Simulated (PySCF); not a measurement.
PySCF 2.14.0, unrestricted PBE0/def2-svpd, df: [Al][Al], charge 0, multiplicity 3, 2 atoms. The geometry is a generated start, not checked to be a minimum at this level.

```yaml
task: energy
method: pbe0
basis: def2-svpd
two_electron_scheme: density fitting
mol.max_memory: 3000 MB
mf.max_cycle: 100
mf.init_guess: minao (default)
mf.DIIS: CDIIS (default)
mf.diis_space: 8 (default)
mf.conv_tol: 1e-09 (default)
mf.grids.level: 3 (default)
basis_functions: 48
grid_points: 38360
```

```xyz
2

Al     0.0368    -0.0200    -1.2531
Al    -0.0368     0.0200     1.2531
```

Charge 0 and multiplicity 3 are set for this test and not shown to be the ground state.

One run each on 2 threads, 1 BLAS thread. Values of level_shift (Hartree) tried: 0 (default), 0.1, 0.3, 1.

Task: Predict the course of the Fock builds along this series.

Result: Fewest Fock builds, within one of each other: 0 (default) with 11, 0.1 with 12. The count rises to 35 at 1. All converge to one solution.

```tsv
level_shift (Hartree)	Fock builds	end
0 (default)	11	same solution
0.1	12	same solution
0.3	16	same solution
1	35	same solution
```
